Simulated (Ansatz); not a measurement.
The parent structure is InPd in the CsCl type structure (space group Pm-3m, No. 221; relaxed with 0.1 eV smearing).

```xyz
2
Lattice="3.2480 0.0000 0.0000 0.0000 3.2480 0.0000 0.0000 0.0000 3.2480" Properties=species:S:1:pos:R:3 pbc="T T T"
In     1.6240     1.6240     1.6240
Pd     0.0000     0.0000     0.0000
```

Cartesian axes are those of the cell as printed.

Computed with PBEsol (Ansatz, a first-principles code; PAW; 420 eV plane waves; without spin-orbit coupling).

Modification: tensor shear ε_xy = +2.00 % (engineering shear γ = 0.0400), atoms relaxed at fixed cell.

Task: Predict the stress tensor and what it implies for the stiffness.

Result: Stress of the strained cell less that of the base (GPa, compression positive):
```
    0.3    -2.3     0.0
   -2.3     0.3     0.0
    0.0     0.0     0.4
```

Then −Δσ/γ with γ = 2ε = 0.0400 gives secant stiffness values (nonlinear terms included at this strain): C66 ≈ 56 GPa.

As a check, the harmonic strain energy −½ V₀ Δσ:ε is 4.8 meV/atom; the computed energy rise is 4.9 meV/atom.

No phonon test of stability was made. The final runs are not spin-polarised.
